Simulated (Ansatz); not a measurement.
Start from ZnSiP2 in the chalcopyrite structure (space group I-42d, No. 122; a = 5.419 Å, c = 10.540 Å). Axes: x, y, z lie along a, b, c of the conventional cell.

Method: PBE, PAW, 420 eV (Ansatz, a program for electronic structure; no spin-orbit coupling).

For the base:

| Property | Value |
|---|---|
| Gap character | direct at Γ |
| Band gap | 1.36 eV |

It is then changed as follows: the cell is stretched by 2.25 % along z with no lateral relaxation; the atoms relax in the strained cell.

How does this affect the gap character?

The gap character changes from direct at Γ to indirect, Γ → M–S (33 % along).

Estimate the effect on the energy relative to the base.

The energy increases by 4.0 meV/atom.

How does this affect the stress?

The stress (xx, yy, zz, yz, xz, xy; compression positive) amounts to (-1.25, -1.25, -2.92, 0.00, 0.00, 0.00) GPa.

How does this affect the band gap?

The band gap increases by 0.12 eV to 1.48 eV.

Stability against distortions was not tested.
